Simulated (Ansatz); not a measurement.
# HfN, response to strain

Consider HfN in the rock salt structure (space group Fm-3m, No. 225; relaxed with 0.1 eV smearing).

```xyz
2
Lattice="0.0000 2.2509 2.2509 2.2509 0.0000 2.2509 2.2509 2.2509 0.0000" Properties=species:S:1:pos:R:3 pbc="T T T"
Hf     0.0000     0.0000     0.0000
N      2.2509     2.2509     2.2509
```

Cartesian axes are those of the cell as printed.

Strains are applied to the cell and any free atomic positions relax.

Level of theory: PBEsol (Ansatz, a first-principles code), no spin-orbit coupling.

Notes on the quantities. energy relative to the base: free energy F.

```csv
uniaxial strain ε_zz (%),energy relative to the base (meV/atom)
-3,22.8
-2.5,15.5
-2,?
-1.5,5.4
-1,2.3
-0.5,0.6
0,0.0
```

**Question.** Fit ΔE = Aε² + Bε³ (ε in %) to the rows shown and predict the withheld row.

**Answer.** Least squares on the printed values gives A = 2.24 and B = -0.098 meV/atom (largest residual 0.0 meV/atom); this predicts 9.7 meV/atom, and the run gives 9.7 meV/atom, in agreement.

Whether these cells are dynamically stable was not tested. The final runs are not spin-polarised. An odd electron count without spin: HfN.
